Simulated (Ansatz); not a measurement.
The reference is ZnSe in the zinc blende structure (space group F-43m, No. 216; a = 5.5675 Å).

Method: LDA (Ansatz, a quantum-chemistry and plane-wave program, PAW, no SOC).

Strains are applied to the cell and any free atomic positions relax.

One change was made to it. Results:

```tsv
quantity	base	after
energy relative to the base (free energy F)	0 meV/atom	+9.3 meV/atom
valley order (the lowest conduction-band minima on the path, energy above the VBM, named in the base's zone)	Γ 1.25 eV; L along ⟨111⟩ 2.45 eV; X along ⟨100⟩ 2.69 eV	Γ 1.07 eV; L along ⟨111⟩ 2.37 eV; X along ⟨100⟩ 2.80 eV
electron mass	0.090 mₑ (at Γ)	0.081 mₑ (at Γ)
```

Task: Which change produced these results?
A. isotropic strain −2.50 %
B. isotropic strain +1.50 %
C. isotropic strain +0.50 %

Result: B, isotropic strain +1.50 %. For comparison, the valley order in the other runs: isotropic strain +0.50 % gives Γ 1.19 eV; L along ⟨111⟩ 2.42 eV; X along ⟨100⟩ 2.73 eV; isotropic strain −2.50 % gives Γ 1.58 eV; X along ⟨100⟩ 2.50 eV; L along ⟨111⟩ 2.58 eV.

The levels and masses belong to the bands next to the band gap. Effective masses come from finite differences of ±0.01 Å⁻¹. Whether these cells are dynamically stable was not tested.
